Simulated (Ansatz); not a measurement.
Take Rh in the fcc (Cu type) structure (space group Fm-3m, No. 225; a = 3.782 Å; relaxed with 0.1 eV smearing) as the base. Axes: x, y, z lie along the cube axes.

Calculations: PBEsol/PAW in Ansatz (a first-principles code), scalar-relativistic without spin-orbit coupling.

Base values:

| Property | Result |
|---|---|
| Shortest interatomic distance | 2.674 Å |

Now apply this change: biaxial strain +1.50 %, plane normal [001], relaxed out of plane (Cartesian); in-plane vectors clamped, the third vector and the atoms free.

Q: How does this affect the in-plane stress, energy relative to the base, ratio −ε⊥/ε∥ and shortest interatomic distance?

A: The mean in-plane stress (compression positive) is -6.7 GPa; the energy grows by 8.8 meV/atom; the ratio −ε⊥/ε∥ amounts to 0.88; the shortest interatomic distance grows by 0.003 Å, from 2.674 Å to 2.677 Å.

No phonon test of stability was made. All final runs are without spin polarisation.
